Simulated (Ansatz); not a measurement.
We consider antifluorite Be2C, described by PBE-D4 (Ansatz, a program for electronic structure, PAW).

Numerical settings: plane-wave cutoff 520 eV, 14×14×14 k mesh, Fermi–Dirac smearing 0.01 eV, scalar-relativistic PAW data made under PBE.

Energies at three volumes about the minimum:

```tsv
V (Å³/atom)	E − E_lowest (meV/atom)
6.500	1.81
6.632	0.00
6.765	1.64
```

Problem. Fit a parabola by hand: where is the minimum, what lattice constant follows, and what is the bulk modulus?

Solution. Slopes: (0.00 − 1.81)/(6.632 − 6.500) = -13.712 and (1.64 − 0.00)/(6.765 − 6.632) = 12.331 meV/Å³. Curvature E″ = 2 × (12.331 − (-13.712))/(6.765 − 6.500) = 196.551 meV/Å⁶. From the middle of the first interval, the slope vanishes at V0 = 6.5660 − (-13.712)/196.551 = 6.636 Å³/atom. B = V0 E″ = 6.636 × 196.551 meV/Å³ × 0.1602 GPa per meV/Å³ = 209 GPa. With 12 atoms in the cube, a = (12 × 6.636)^(1/3) = 4.302 Å. The full Birch–Murnaghan fit to all volumes gives V0 = 6.633 Å³/atom and B0 = 208 GPa.

Measured, for comparison: lattice constant a 4.34 ± 0.002 Å (temperature not stated, no zero-point or thermal correction; as tabulated in Freccero, Grin, Wagner, Dalton Trans. (2023), ESI).
